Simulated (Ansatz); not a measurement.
The reference is Cu₃N (space group Pm-3m, No. 221).

```
Cu3N
1.0
    3.72085     0.00000     0.00000
    0.00000     3.72085     0.00000
    0.00000     0.00000     3.72085
Cu N
3 1
Direct
  0.50000   0.00000   0.00000
  0.00000   0.50000   0.00000
  0.00000   0.00000   0.50000
  0.00000   0.00000   0.00000
```

Cartesian axes are those of the cell as printed.

All numbers come from LDA (Ansatz, a first-principles code), spin-orbit coupling left out.

Base values:

```
Item               Result
---------------  --------
Volume per atom  12.88 Å³
```

The change: compressive biaxial strain of 1.50 % in the plane normal to [111], as in epitaxy on a mismatched substrate; the out-of-plane cell vector and the atoms relax.

**Question.** Estimate the effect on the energy relative to the base and volume per atom.

**Answer.** The energy increases by 1.9 meV/atom; the volume per atom decreases by 0.09 Å³, from 12.88 Å³ to 12.79 Å³.

Stability against distortions was not tested. The final runs are not spin-polarised.
